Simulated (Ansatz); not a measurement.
Abridged Ansatz (a quantum-chemistry and plane-wave program) output:

```
Pseudopotential: Sb, paw, valence charge 15
Pseudopotential: Os, paw, valence charge 16
Crystal: 6 atoms, lattice volume = 127.618 Å³
Basis set: ecut = 500 eV, 3223 PW (Γ), exchange–correlation on 180×200×96 points (64 copies of the dense FFT grid, shifted against one another)
Bands: 52, of which v1, the nominal top of the filled ones, is band 46 counted from 1 (45 counted from 0)
Symmetry: 8 space group operations
k-points: 160 of 840
Functional: x = r2scan, c = r2scan; τ floored in thin density (d = 2e-4 eV/Å³)
SCF iter   1: F=—  HF=-48792.030490 eV  |F-HF|=—  |Δ(HF+E_count)|=         —  Δρ=9.24e-3  dr2=1.66e-1  dr2_τ=1.25e-1  ethr=1.77e-3  ⟨swp⟩=6.6  Hψ=31712  notcnv=0
SCF iter   2: F=—  HF=-48792.099958 eV  |F-HF|=—  |Δ(HF+E_count)|=   6.95e-2  Δρ=3.77e-3  dr2=8.15e-3  dr2_τ=9.01e-3  ethr=1.80e-4  ⟨swp⟩=2.0  Hψ=13112  notcnv=0  defer=125
SCF 1 converged in 9 iterations: F = -48792.104776 eV  dr2 = 1.54e-10
SCF converged after 9 iterations
Free energy (F): -48792.104776 eV
Internal energy: -48792.104726 eV  (E = F + TS)
E sigma→0 (E₀):  -48792.104751 eV
Entropy (-TS):   -0.000050 eV (-0.008 meV/atom)
Fermi energy:    15.109929 eV
--- Forces (eV/Å), atoms counted from 1 ---
  atom   1  Sb    -0.00599168     0.12492548     0.00000000
  atom   2  Sb     0.00599168    -0.12492548    -0.00000000
  atom   3  Sb    -0.00599168    -0.12492548     0.00000000
  atom   4  Sb     0.00599168     0.12492548    -0.00000000
  atom   5  Os     0.00000000     0.00000000     0.00000000
  atom   6  Os     0.00000000     0.00000000    -0.00000000
--- Stress (GPa, compression-positive) ---
        2.063856       0.000000       0.000000
        0.000000       2.746338       0.000000
        0.000000       0.000000       3.021694
  P = ⅓ Tr σ = 2.6106 GPa (26.106 kbar)
```

**Question.** What was computed, and what are the main results?

**Answer.** OsSb2, 6 atoms in the cell, with Ansatz r2SCAN, no spin-orbit coupling. The last SCF converged to F = -48792.104776 eV, or -8132.0175 eV per atom, at a pressure of 2.61 GPa. The total energy compares only with runs of the same code, potentials and settings.

Single points use the geometry relaxed with PBEsol. With Os and Sb present, leaving out spin-orbit coupling can change the band edges. Stability against distortions was not tested. The cell is OsSb$_{2}$ (space group Pnnm, No. 58).
